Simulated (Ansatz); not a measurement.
Surface: Si(111) 1x1 surface, 6 top atoms, 3 bilayers, bottom bilayer H-capped and fixed, every top atom capped by H; cell 11.5 x 6.6 Å; two neighbouring H replaced by OH; about 7 Å thick over the host's atoms, 18 atoms held. Level of theory: PBE-D3(BJ) (plane waves to 420 eV, PAW; Ansatz, a quantum-chemistry and plane-wave program). k mesh 1 x 2 x 1. The slab states were run without spin polarisation. No Hubbard U. Results hold for this slab, coverage and mesh. Energies are static: no zero-point or thermal part. Each state was relaxed from one prepared geometry.

One MoF6 a cell is brought to Si(111):H with two OH. Relaxed result near the molecule:

| atom | x (Å) | y (Å) | z (Å) |
|---|---|---|---|
| H(29) | 3.834 | 6.689 | 11.028 |
| O(46) | 5.994 | 3.430 | 11.182 |
| H(47) | 5.258 | 3.186 | 11.778 |
| O(48) | 1.663 | 3.436 | 11.180 |
| H(49) | 2.398 | 3.199 | 11.781 |
| Mo(a0) | 3.848 | 3.966 | 14.571 |
| F(a1) | 4.123 | 5.536 | 13.619 |
| F(a2) | 3.567 | 2.336 | 15.390 |
| F(a3) | 3.826 | 3.038 | 12.860 |
| F(a4) | 3.869 | 4.862 | 16.179 |
| F(a5) | 2.019 | 4.190 | 14.374 |
| F(a6) | 5.677 | 3.679 | 14.609 |

What is the adsorption energy against the free MoF6 and the slab before, and how much of it is dispersion?

-0.52 eV (negative: bound); the D3 term gives -0.22 eV of it. Its closest contacts to the rest of the cell: F(a3)...H(49) 1.80 Å, F(a3)...H(47) 1.80 Å, F(a3)...O(48) 2.77 Å.
